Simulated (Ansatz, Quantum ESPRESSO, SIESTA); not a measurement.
**One structure in several programs: KCrF₆ (P1, 8 atoms in the cell)**

Self-consistent single point, at a second geometry (atoms moved at random). First geometry:

```
CELL_PARAMETERS angstrom
      3.64953     2.10705     2.36799
     -3.64953     2.10705     2.36799
      0.00000    -4.21411     2.36799
ATOMIC_POSITIONS crystal
  K  0.00000 0.00000 0.00000
  Cr 0.50000 0.50000 0.50000
  F  0.58298 0.26425 0.21942
  F  0.41702 0.73575 0.78058
  F  0.21942 0.58298 0.26425
  F  0.78058 0.41702 0.73575
  F  0.26425 0.21942 0.58298
  F  0.73575 0.78058 0.41702
```
Moments meant for the start (each program seeds them in its own way; μB, in the order of the atoms K Cr F F F F F F): 0.0 3.0 0.0 0.0 0.0 0.0 0.0 0.0.

Second geometry:
```xyz
8
Lattice="3.6495 2.1071 2.3680 -3.6495 2.1071 2.3680 0.0000 -4.2141 2.3680" Properties=species:S:1:pos:R:3 pbc="T T T"
K      0.0356    -0.0166     0.0193
Cr    -0.0194    -0.0127     3.5833
F      1.1223     0.8613     2.5970
F     -1.1599    -0.8248     4.6282
F     -1.3138     0.5473     2.4378
F      1.3023    -0.6162     4.5474
F      0.2098    -1.3823     2.4500
F     -0.1768     1.4440     4.6009
```
Moments meant for the start (each program seeds them in its own way; μB, in the order of the atoms K Cr F F F F F F): 0.0 3.0 0.0 0.0 0.0 0.0 0.0 0.0.

Shared settings, as Ansatz (a quantum-chemistry and plane-wave program) writes them: kpoints.mp_grid.grid = 3 3 3; scf.occupations.method = fermi_dirac; scf.occupations.width = 0.02 eV. Potentials and cutoffs stand in the table.

```json
[
 {"code": "Ansatz", "model": "PBEsol, PAW files made with PBE", "ΔF from the first geometry (meV/atom)": "11.4", "pressure (GPa)": "0.33", "largest force (eV/Å)": "1.245", "size of the net moment (μB/atom)": "0.13", "cutoff": "default"},
 {"code": "Quantum ESPRESSO", "model": "PBEsol, PseudoDojo standard norm-conserving (PBESOL) pseudopotentials", "ΔF from the first geometry (meV/atom)": "11.5", "pressure (GPa)": "0.51", "largest force (eV/Å)": "1.258", "size of the net moment (μB/atom)": "0.12", "cutoff": "95 Ry"},
 {"code": "SIESTA", "model": "GGA PBEsol, numerical atomic orbitals DZP, PseudoDojo PBEsol standard norm-conserving potentials (rewritten from UPF to PSML)", "ΔF from the first geometry (meV/atom)": "12.3", "pressure (GPa)": "0.51", "largest force (eV/Å)": "1.328", "size of the net moment (μB/atom)": "0.12", "cutoff": "grid 300 Ry"}
]
```

Size of the force on each atom (eV/Å): Sizes of forces hide their directions.

| code | K1 | Cr2 | F3 | F4 | F5 | F6 | F7 | F8 |
|---|---|---|---|---|---|---|---|---|
| Ansatz | 0.055 | 1.245 | 0.562 | 0.284 | 0.775 | 0.481 | 0.521 | 0.327 |
| Quantum ESPRESSO | 0.055 | 1.258 | 0.529 | 0.270 | 0.807 | 0.461 | 0.539 | 0.355 |
| SIESTA | 0.054 | 1.328 | 0.802 | 0.455 | 0.704 | 0.647 | 0.470 | 0.247 |

On Ansatz's run: with one magnetic atom in the cell only a parallel order is possible.

The spread over the programs that give each value: ΔF from the first geometry within 0.9 meV/atom; pressure within 0.18 GPa; largest force within 0.083 eV/Å; size of the net moment within 0.01 μB/atom.

SIESTA uses small atom-centred bases, whose incompleteness enters pressures, forces and empty levels differently from a plane-wave cutoff. Ansatz's pressure is given at a fixed set of plane waves, as the other plane-wave codes print theirs; with its correction for the finite basis it is 0.75 GPa (the shift of 0.42 GPa shows how far the cutoff is from converged). In the force vectors, SIESTA (by 0.267) lies more than 0.08 eV/Å from the median of the plane-wave programs.

The shared mesh is coarse (it stands for a supercell whose shortest vector is 15 Å), so the values are not converged in it.

The starting cell comes from a database of computed structures (which also holds hypothetical and non-ambient phases and stackings), without a prior relaxation at this level. For this run, on top of that: atoms moved at random.

Keys are those of Ansatz 0.2.
